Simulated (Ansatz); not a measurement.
Band structure of NbAs (P6/mmm, 6 atoms in the cell).

```yaml
crystal:
  lattice:
    - [5.66085, 0.00000, 0.00000]
    - [-2.83042, 4.90244, 0.00000]
    - [0.00000, 0.00000, 4.56782]
  atoms:
    - { symbol: Nb, position: [0.50000, 0.00000, 0.00000] }
    - { symbol: Nb, position: [0.50000, 0.50000, 0.00000] }
    - { symbol: Nb, position: [0.00000, 0.50000, 0.00000] }
    - { symbol: As, position: [0.00000, 0.00000, 0.00000] }
    - { symbol: As, position: [0.33333, 0.66667, 0.50000] }
    - { symbol: As, position: [0.66667, 0.33333, 0.50000] }
```

Level of theory: PBE (plane waves, PAW; Ansatz, a quantum-chemistry and plane-wave program).

Settings: kpoints.mp_grid.grid = 6 6 6; hamiltonian.xc = pbe; hamiltonian.pseudopotentials = {kind: paw} (the program's default PAW files); scf.occupations.method = cold; scf.occupations.width = 0.05 eV; kpoints.band_path.npoints = 6.

The starting cell was generated: these elements placed on a structure prototype, without a prior relaxation; it need not be a known phase or ordering of this composition. Spin polarisation is off.

Levels in eV from the Fermi level, bands 39 to 46:
```
point     39     40     41     42     43    44    45    46
-----  -----  -----  -----  -----  -----  ----  ----  ----
Γ      -2.40  -1.42  -1.42  -0.15   0.56  0.56  1.03  1.64
M      -2.02  -1.21  -0.36  -0.28   0.19  0.47  1.05  1.65
K      -1.98  -1.39  -1.39   0.05   0.05  1.20  1.64  1.64
A      -2.25  -2.17  -2.17  -1.69   0.14  0.43  0.43  1.28
L      -1.57  -1.08  -0.85  -0.50  -0.12  0.38  0.40  0.97
H      -1.20  -0.84  -0.84  -0.76   0.37  0.67  0.67  0.70
```

Bands cross the Fermi level along this path, so the cell is metallic at this level.

Keys are those of Ansatz 0.2.
